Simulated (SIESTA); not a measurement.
A working SIESTA input for YW3O8 (P2/c, 24 atoms in the cell) (DFT, GGA PBEsol, numerical atomic orbitals DZP, PseudoDojo PBEsol standard norm-conserving potentials (rewritten from UPF to PSML)):

```
# files in the folder: Y.psml W.psml O.psml (PseudoDojo PBEsol standard)
SystemName  YW3O8
SystemLabel YW3O8

NumberOfAtoms                24
NumberOfSpecies              3
%block ChemicalSpeciesLabel
  1 39 Y
  2 74 W
  3 8 O
%endblock ChemicalSpeciesLabel
LatticeConstant              1.0 Ang
%block LatticeVectors
     5.446930000    0.000000000    0.000000000
     0.000000000    5.856260000    0.000000000
    -5.032707000    0.000000000    9.748687000
%endblock LatticeVectors
AtomicCoordinatesFormat      Ang
%block AtomicCoordinatesAndAtomicSpecies
     1.465288250    3.945830863    2.437171750  1
    -1.051065250    1.910429137    7.311515250  1
    -1.258176750    1.997804536    2.437171750  2
    -3.774530250    3.858455464    7.311515250  2
    -3.685634626    0.883006883    9.730554442  2
     4.099857626    4.973253117    0.018132558  2
     1.583504126    0.883006883    4.892476058  2
    -1.169281126    4.973253117    4.856210942  2
     2.555064039    2.100699025    3.489834972  3
    -2.140841039    3.755560975    6.258852028  3
     0.375512461    2.100699025    1.384508528  3
     0.038710539    3.755560975    8.364178472  3
    -2.807686104    5.228761741    8.592492722  3
     3.221909103    0.627498259    1.156194278  3
     0.705555603    5.228761741    6.030537778  3
    -0.291332604    0.627498259    3.718149222  3
    -0.446591942    3.491677900    3.608671467  3
     0.860814942    2.364582100    6.140015533  3
     3.377168442    3.491677900    1.265672033  3
    -2.962945442    2.364582100    8.483014967  3
     2.447944565    5.201120194    3.873640779  3
    -2.033721565    0.655139806    5.875046221  3
     0.482631935    5.201120194    1.000702721  3
    -0.068408935    0.655139806    8.747984279  3
%endblock AtomicCoordinatesAndAtomicSpecies

XC.functional                GGA
XC.authors                   PBEsol
PAO.BasisSize                DZP
PAO.EnergyShift              0.005 Ry
MeshCutoff                   350 Ry
%block kgrid.MonkhorstPack
    3   0   0  0.0
    0   3   0  0.0
    0   0   2  0.0
%endblock kgrid.MonkhorstPack
OccupationFunction           FD
ElectronicTemperature        50.0 meV
Spin                         polarized
%block DM.InitSpin
  1 +0.00
  2 +0.00
  3 +1.00
  4 +1.00
  5 +1.00
  6 +1.00
  7 +1.00
  8 +1.00
  9 +0.00
  10 +0.00
  11 +0.00
  12 +0.00
  13 +0.00
  14 +0.00
  15 +0.00
  16 +0.00
  17 +0.00
  18 +0.00
  19 +0.00
  20 +0.00
  21 +0.00
  22 +0.00
  23 +0.00
  24 +0.00
%endblock DM.InitSpin

MaxSCFIterations             150
SCF.Mixer.Method             Pulay
SCF.Mixer.Weight             0.1
SCF.Mixer.History            8
SCF.DM.Tolerance             1.0E-05
Diag.ParallelOverK           true
WriteForces                  true
Charge.Mulliken              end
```

The run converged in 41 iterations: free energy E − TS -21780.9050 eV; Fermi level (on the code's own zero) -4.24 eV; pressure -14.06 GPa; largest force (vector length) 1.644 eV/Å; size of the cell's spin moment 6.28 μB. Each of these slips is then made, one at a time:

(1)
```diff
-  1 39 Y
+  1 40 Y
```

(2)
```diff
+PAO.SplitNorm                0.001
+PAO.SplitTailNorm            false
```

Question: What happens in each case?

Answer: 
(1) An atomic number that does not match the species' potential. The program stopped before any SCF iteration.

(2) A split norm that is too small. The run converged in 54 iterations without an error; against the sound input the free energy goes up by 39.7 meV/atom, the pressure goes from -14.06 to -14.19 GPa, the largest force goes from 1.644 to 1.526 eV/Å and the size of the net moment moves little (0.26 to 0.24 μB/atom). The full log also holds: “* WARNING: effective split_norm is quite small. Orbitals will be very similar.”.

The starting cell comes from a database of computed structures (which also holds hypothetical and non-ambient phases and stackings), without a prior relaxation at this level. The magnetic order is the one reached from the typed start; others were not searched systematically. Values carry the incompleteness of an atom-centred basis. In the base run, with a pressure of about -14 GPa the cell is away from its equilibrium volume at this level. In the base run, forces exceed 1 eV/Å. Without a gap this mesh is coarse (it stands for a supercell whose shortest vector is 16 Å).

Left out of this page: 4 runs of the series outside the window shown, repeating another row's setting, or not comparable.
